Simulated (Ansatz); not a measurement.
Input:

End structure of a constructed model of the (0001) surface of 4H silicon carbide, Si-terminated, (√3x√3)R30° Ag adatom at H3 (bottom of the slab: 3 H on 3 bottom sites):

```
CELL_PARAMETERS angstrom
      4.64113     2.67956     0.00000
     -4.64113     2.67956     0.00000
      0.00000     0.00000    27.50000
ATOMIC_POSITIONS crystal
  C  0.00000 0.00000 0.33506
  C  0.33333 0.66667 0.33506
  C  0.66667 0.33333 0.33506
  Si 0.00000 0.33333 0.35812
  Si 0.33333 0.00000 0.35812
  Si 0.66667 0.66667 0.35812
  C  0.00000 0.33333 0.42707
  C  0.33333 0.00000 0.42721
  C  0.66667 0.66667 0.42721
  Si 0.00000 0.00042 0.45017
  Si 0.33291 0.66624 0.45017
  Si 0.66709 0.33333 0.45017
  C  0.00000 0.00094 0.51913
  C  0.33240 0.66573 0.51913
  C  0.66760 0.33333 0.51913
  Si 0.00000 0.66856 0.54219
  Si 0.33522 0.33333 0.54219
  Si 0.66478 0.99811 0.54219
  C  0.00000 0.67122 0.61166
  C  0.33788 0.33333 0.61166
  C  0.66212 0.99545 0.61166
  Si 0.00000 0.00621 0.63549
  Si 0.32712 0.66046 0.63549
  Si 0.67288 0.33333 0.63549
  H  0.00000 0.99989 0.29495
  H  0.33344 0.66677 0.29495
  H  0.66656 0.33333 0.29495
  Ag 0.00000 0.33333 0.70696
```

Set-up: 28 atoms, 11.3 Å thick at the start with caps and adatoms (thin: gaps and levels are the slab's own); mesh 6x6x1; 0.025 eV smearing; dipole correction on; 6 atoms held, the rest relaxed; start symmetry kept, larger cells not searched; no spin (no spin-polarised run to compare, though such a face may carry moments), no spin-orbit, no U. The slab shows no gap on its mesh. In PBE it is, or lies within 0.01 eV a 1x1 cell of, the lowest of the 2 structures of its composition computed so far; subsurface sites and larger cells were not tried.

### Question
Estimate the work function of the top face that PBE (Ansatz, an electronic-structure program) returns for this input.

### Answer
4.18 eV
